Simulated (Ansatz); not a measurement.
The parent structure is MnO in the rock salt structure (space group Fm-3m, No. 225; a = 4.335 Å; ferromagnetic).

Level of theory: PBEsol, PAW, 420 eV (Ansatz, an electronic-structure program; without spin-orbit coupling).

One change was made to it. Results:

```tsv
quantity	base	after
magnetic state	ferromagnetic	ferromagnetic
largest site moment	3.80 μB	3.78 μB
lattice parameter a	4.335 Å	4.326 Å
```

### Question
Name the change that was made.
A) pressure 7.5 GPa
B) pressure 0.7 GPa
C) pressure 10 GPa
D) pressure −1 GPa

### Answer
B, pressure 0.7 GPa. For comparison, the lattice parameter a in the other runs: pressure −1 GPa gives 4.348 Å; pressure 10 GPa gives 4.231 Å; pressure 7.5 GPa gives 4.253 Å.

Load acts through the strain it causes; cell and atoms are relaxed under it. Whether these cells are dynamically stable was not tested. No other phases were tried under pressure. No Hubbard U is applied and the magnetic state is the run's own (MnO ferromagnetic); small cells can't hold the antiferromagnetic order that many such compounds have, so gaps and moments can be off. In its common phase, real MnO is an antiferromagnetic insulator at low temperature.
